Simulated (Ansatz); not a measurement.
Take KI in the rock salt structure (space group Fm-3m, No. 225; a = 7.0056 Å) as the base. Axes: x, y, z lie along the cube axes.

Level of theory: PBEsol (Ansatz, an electronic-structure program, PAW, no SOC).

Before the change:

| Quantity | Result |
|---|---|
| Electron mass | 0.32 mₑ (at Γ) |
| Pressure | 0.01 GPa |

Now apply this change: the cell is compressed by 2.50 % along z with no lateral relaxation; the atoms relax in the strained cell.

Task: Estimate the effect on the electron mass.

Result: The electron mass becomes 0.33 mₑ along z, 0.31 mₑ across (at Γ) (base: 0.32 mₑ (at Γ)).

Task: How does this affect the pressure?

Result: The pressure (mean of the normal stresses, compression positive) increases by 0.357 GPa to 0.36 GPa.

Task: Predict the new hole mass.

Result: The hole mass amounts to 0.41 mₑ along z, 2.4 mₑ across (at Γ).

Spin-orbit coupling, missing from the scalar runs, can matter with I. The levels and masses belong to the bands next to the band gap. Masses are band curvatures over ±0.01 Å⁻¹ around the edge. Stability against distortions was not tested.
